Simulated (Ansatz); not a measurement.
Input and output of a self-consistent single point for NaCd₄As₃ (R-3m, 8 atoms in the cell) (Ansatz, a program for electronic structure).

Method of the run: PBEsol, default PAW files made with PBE (plane waves; Ansatz).

```xyz
8
Lattice="2.2682 1.3096 11.3630 -2.2682 1.3096 11.3630 0.0000 -2.6191 11.3630" Properties=species:S:1:pos:R:3 pbc="T T T"
Na     0.0000     0.0000    17.0445
Cd     0.0000     0.0000     3.2544
Cd     0.0000     0.0000    30.8345
Cd     0.0000     0.0000    10.1987
Cd     0.0000     0.0000    23.8902
As     0.0000     0.0000     7.4927
As     0.0000     0.0000    26.5962
As     0.0000     0.0000     0.0000
```

Reference input (self-consistent single point, DFT, PBEsol, plane waves, default PAW files made with PBE): basis.ecutwfc = 420 eV; kpoints.mp_grid.grid = 6 6 6; hamiltonian.xc = pbesol; hamiltonian.pseudopotentials = {kind: paw} (the program's default PAW files); scf.occupations.method = fermi_dirac; scf.occupations.width = 0.1 eV. This run's input differs from it in these lines:

Ansatz 0.2 input:
```diff
@@ -22,3 +22,3 @@
 scf:
-  occupations: { method: fermi_dirac, width: 0.1 }
+  occupations: { method: fermi_dirac, width: 0.01 }
 output:
```

The program printed (abridged):

```
SCF iter   1: F=—  HF=-48652.481236 eV  |F-HF|=—  |Δ(HF+E_count)|=         —  Δρ=4.49e-3  dr2=5.83e-2  ethr=1.77e-3  ⟨swp⟩=6.0  Hψ=9019  notcnv=0  defer=7
all-band conjugate gradients solve this SCF's bands
preconditioner: auto → LDOS
SCF iter   2: F=—  HF=-48652.482238 eV  |F-HF|=—  |Δ(HF+E_count)|=   1.00e-3  Δρ=4.76e-3  dr2=4.79e-2  ethr=4.35e-5  ⟨swp⟩=3.0  Hψ=5522  notcnv=0  defer=260
   [... lines left out ...]
SCF iter   7: F=—  HF=-48652.463021 eV  |F-HF|=—  |Δ(HF+E_count)|=   1.05e-6  Δρ=1.02e-5  dr2=2.69e-7  ethr=1.73e-9  ⟨swp⟩=2.0  Hψ=3932  notcnv=0  defer=260
SCF iter   8: F=-48652.463021 eV  HF=-48652.463021 eV  |F-HF|=5.70e-9  |Δ(HF+E_count)|=   1.17e-7  Δρ=3.47e-6  dr2=2.86e-8  ethr=7.46e-11  ⟨swp⟩=9.1  Hψ=11647  notcnv=0
the last iteration of the SCF fills more bands at one k-point than at another …
SCF 1 converged in 8 iterations: F = -48652.463021 eV  dr2 = 2.86e-8
Free energy (F): -48652.463021 eV
Internal energy: -48652.462915 eV  (E = F + TS)
E sigma→0 (E₀):  -48652.462968 eV
Entropy (-TS):   -0.000106 eV (-0.013 meV/atom)
Fermi energy:    8.953529 eV
--- Forces (eV/Å), atoms counted from 1 ---
  atom   1  Na     0.00000000     0.00000000    -0.00000000
  atom   2  Cd     0.00000000    -0.00000000    -0.03900171
  atom   3  Cd    -0.00000000     0.00000000     0.03900171
  atom   4  Cd    -0.00000000    -0.00000000    -0.02472448
  atom   5  Cd     0.00000000     0.00000000     0.02472448
  atom   6  As     0.00000000     0.00000000     0.26387211
  atom   7  As    -0.00000000    -0.00000000    -0.26387211
  atom   8  As     0.00000000     0.00000000    -0.00000000
--- Stress (GPa, compression-positive) ---
       -2.895952       0.000000      -0.000000
        0.000000      -2.895952       0.000000
       -0.000000       0.000000      -2.650893
  P = ⅓ Tr σ = -2.8143 GPa (-28.143 kbar)
  The stress holds the Pulay correction. Without it, at fixed plane waves, as pw.x and ABINIT print it: P = -2.8410 GPa
```

The run converged in 8 iterations. Against the reference run the free energy rises by 1.3 meV/atom, the pressure hardly changes (-2.79 to -2.81 GPa) and the largest force stays at 0.264 eV/Å.

The starting cell comes from a database of computed structures (which also holds hypothetical and non-ambient phases and stackings), without a prior relaxation at this level. Its lattice was rescaled by a random factor within 2.5 % of one. Ansatz's pressure includes its estimate of the finite-basis (Pulay) stress. The run gives no clean gap (levels at the Fermi energy touch, overlap or are partly filled at this smearing), which alone does not show that the compound is a metal.
